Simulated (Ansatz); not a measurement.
Given:

Host crystal: anatase TiO2, with a band gap (PBE, scalar-relativistic without spin-orbit coupling).

End structure of SiH3 on the 1x1 (101) surface of anatase TiO2 (cut with top plane O), one in a 2x1 cell, started at the site 'bridge O-O (span 2.8 Å)':

```
CELL_PARAMETERS angstrom
      7.59752     0.00000     0.00000
      1.89938     5.20899     0.00000
      0.00000     0.00000    28.50000
ATOMIC_POSITIONS crystal
  O  0.14089 0.43645 0.33526
  O  0.64089 0.43645 0.33526
  Ti 0.06428 0.74287 0.36727
  Ti 0.56428 0.74287 0.36727
  O  0.28898 0.84409 0.35911
  O  0.78898 0.84409 0.35911
  O  0.46828 0.12690 0.38395
  O  0.96828 0.12690 0.38395
  Ti 0.19890 0.20438 0.38398
  Ti 0.69890 0.20438 0.38398
  O  0.11103 0.55589 0.41952
  O  0.61103 0.55589 0.41952
  O  0.21927 0.12291 0.45736
  O  0.71927 0.12291 0.45736
  Ti 0.13187 0.46417 0.48779
  Ti 0.63646 0.45852 0.48914
  O  0.36500 0.53949 0.49172
  O  0.86534 0.53803 0.49153
  O  0.04233 0.83034 0.50903
  O  0.54208 0.83112 0.50913
  Ti 0.27488 0.90440 0.50935
  Ti 0.77182 0.91137 0.51032
  O  0.18596 0.24926 0.54343
  O  0.68950 0.24493 0.54323
  O  0.29786 0.81316 0.58199
  O  0.79687 0.80938 0.58090
  Ti 0.20077 0.17949 0.60893
  Ti 0.71224 0.15866 0.61455
  O  0.43886 0.24164 0.61664
  O  0.94218 0.23234 0.61753
  O  0.12012 0.51968 0.64063
  O  0.61869 0.52134 0.64102
  Ti 0.35007 0.60792 0.63180
  Ti 0.84138 0.62538 0.63356
  O  0.26888 0.92511 0.66942
  O  0.76666 0.92706 0.66534
  Si 0.24568 0.01800 0.72543
  H  0.36544 0.17708 0.73496
  H  0.04570 0.17219 0.73529
  H  0.30644 0.78403 0.75575
```

Slab: 40 atoms, 9.4 Å thick at the start under the adsorbate (thin: gaps and levels are the slab's own); k 3x4x1, smearing 0.01 eV, dipole-corrected; single point; no symmetry held, on the structure that PBE left; spin-polarised, ending with about 0.4 μB a cell, a value that depends on the mesh; orders that need a larger cell were not tried, no spin-orbit, no U, no dispersion correction. The slab shows no gap over 0.04 eV on its mesh. The program's check for a lower electronic state was not made. At the end it is bonded to O. In PBE it is, or lies within 0.03 eV of, the lowest of the starts that converged; the order may differ at this level.

A negative adsorption energy means that the adsorbate is more stable on the surface than in its reference.

What is the computed change of the step from the bottom to the top vacuum level, against the clean slab (r2SCAN, at the PBE geometry and the start's symmetry run with Ansatz, a first-principles code)?

-1.18 eV

Give the work function of the top face at the level r2SCAN, at the PBE geometry and the start's symmetry.

3.66 eV

What adsorption energy against SiH4(g) − ½ H2(g) at the same level does r2SCAN, at the PBE geometry and the start's symmetry give?

-55 kJ/mol
